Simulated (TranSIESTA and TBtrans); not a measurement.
Run with TranSIESTA and TBtrans (open boundaries, self-consistent; PseudoDojo norm-conserving potentials, scalar-relativistic): PAO.BasisSize DZP, PAO.EnergyShift 0.15 eV, XC.Authors PBE, Mesh.Cutoff 200 Ry, ElectronicTemperature 300 K, TS.Voltage 0.0 eV, TBT.Elecs.Eta 0.001 eV, no spin polarisation.

Junction: In chain bridged by a linear C6 unit along the axis. Leads: straight In chain, spacing 2.9 Å. Geometry: 8 atoms about the centre moved by SIESTA (PBE, DZP) to a largest force of 0.03 eV/Å, all others as built, motion along the axis alone.

Problem. Predict: conductance at 300 K (G0 = 2e²/h); thermopower (μV/K); mean T from −0.5 to 0.5 eV.

Solution. conductance at 300 K (G0 = 2e²/h): 1.31; thermopower (μV/K): -12; mean T from −0.5 to 0.5 eV: 0.82. The straight chain is held at its spacing; free chains may zigzag or dimerise. No spin-polarised start was tried, so a magnetic state, if there is one, is missed.
